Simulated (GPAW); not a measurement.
GPAW run on V (Im-3m, 1 atom in the cell): self-consistent single point.

Method: PBE, GPAW PAW datasets PBE (gpaw-data 1.0.1) (plane waves; GPAW 25.7.0).

```yaml
crystal:
  lattice:
    - [-1.50743, 1.50743, 1.50743]
    - [1.50743, -1.50743, 1.50743]
    - [1.50743, 1.50743, -1.50743]
  atoms:
    - { symbol: V, position: [0.00000, 0.00000, 0.00000] }
```

Reference input (self-consistent single point, DFT PBE, plane waves, GPAW PAW datasets PBE (gpaw-data 1.0.1)): mode = pw; ecut = 800 eV; xc = PBE; kpts = 11 11 11; mesh shift (steps) = 0 0 0; occupations.name = methfessel-paxton; occupations.width = 0.1 eV; occupations.order = 0; nbands = -5; symmetry.symmorphic = false; symmetry.tolerance = 0.0005; maxiter = 120. This run's input differs from it in these lines:

```diff
@@ -15,3 +15,3 @@
             occupations={'name': 'methfessel-paxton', 'width': 0.1, 'order': 0},
-            nbands=-5,
+            nbands=6,
             symmetry={'symmorphic': False, 'tolerance': 0.0005},
```

Output, abridged:

```
Input parameters:
  kpts: [11 11 11]
  maxiter: 120
  mode: {ecut: 800.0,
         name: pw}
  nbands: 6
  occupations: {name: methfessel-paxton,
                order: 0,
                width: 0.1}
  symmetry: {symmorphic: False,
             tolerance: 0.0005}
  xc: PBE

species:
  V:
    name: Vanadium
    Z: 23.0
    valence: 13
    core: 10
    charge: 0.0
    file: V.PBE.gz

    # Using partial waves for V as LCAO basis

Reference energy: -25820.495562  # eV

Spin-paired calculation

Traceback (most recent call last):
   [... frames left out ...]
ValueError: Too few bands!  Electrons: 13.000000, bands: 6
```

The program stopped before any SCF iteration. 

The starting cell has typed, rounded lattice constants, without a prior relaxation at this level. Its lattice was rescaled by up to half a per cent.
